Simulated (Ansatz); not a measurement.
Input:

```yaml
crystal:
  lattice:
    - [3.96959, 0.00000, 0.00000]
    - [0.00000, 3.96959, 0.00000]
    - [0.00000, 0.00000, 4.76189]
  atoms:
    - { symbol: Pb, position: [0.50000, 0.00000, 0.75191] }
    - { symbol: Pb, position: [0.00000, 0.50000, 0.24809] }
    - { symbol: O, position: [0.50000, 0.50000, 0.00000] }
    - { symbol: O, position: [0.00000, 0.00000, 0.00000] }
```

No spin polarisation.

The values are results of PBEsol-D3(BJ) (Ansatz, a program for electronic structure), scalar-relativistic without spin-orbit coupling, not measurements. Settings: 8×8×7 k-points, 0.05 eV Fermi–Dirac smearing.

Question: Predict the pressure, gap character and smallest direct gap.

Answer: 
- Pressure (mean of the normal stresses, compression positive) = -0.30 GPa
- Gap character = indirect, M–Γ (79 % along) → M
- Smallest direct gap = 2.00 eV

Spin-orbit coupling, missing from the scalar runs, can matter with Pb. The cells carry an imposed strain or load. No phonon test of stability was made. The cell was made from PbO (space group P4/nmm, No. 129) by this change: uniaxial strain ε_zz = +1.20 %.
